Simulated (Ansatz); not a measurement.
An Ansatz (an electronic-structure program) input (plane-wave PAW DFT at the PBEsol level (Ansatz, 420 eV), no spin-orbit coupling):

Ansatz 0.2 input:
```yaml
crystal:
  lattice:
    - [0, 2.3834813697, 2.3834813697]
    - [2.3834813697, 0, 2.3834813697]
    - [2.3834813697, 2.3834813697, 0]
  atoms:
    - { symbol: Ca, position: [0, 0, 0] }
    - { symbol: O, position: [0.5, 0.5, 0.5] }
basis: { ecutwfc: 420, ecutrho_ratio: 4, xc_grid: 2, fft_grid_basis: typed }
kpoints: { mp_grid: { grid: [12, 12, 12] } }
hamiltonian:
  xc: pbesol
  dispersion: none
  pseudopotentials: { kind: paw }
scf: { occupations: { method: fermi_dirac, width: 0.05 }, convergence: { dr2_threshold: 0.0000000002 } }
output: { forces: true, stress: true }
```

### Question
Which symmetry and how many k-points will the program report, and about how many plane waves at Γ?

### Answer
Space group Fm-3m (ITA 225) with 48 operations, k-points 72 of 1728, and 531 plane waves at Γ.

Whether these cells are dynamically stable was not tested. The base started in Cmce and relaxed to Fm-3m at this level. The cell is CaO in the rock salt structure (space group Fm-3m, No. 225).
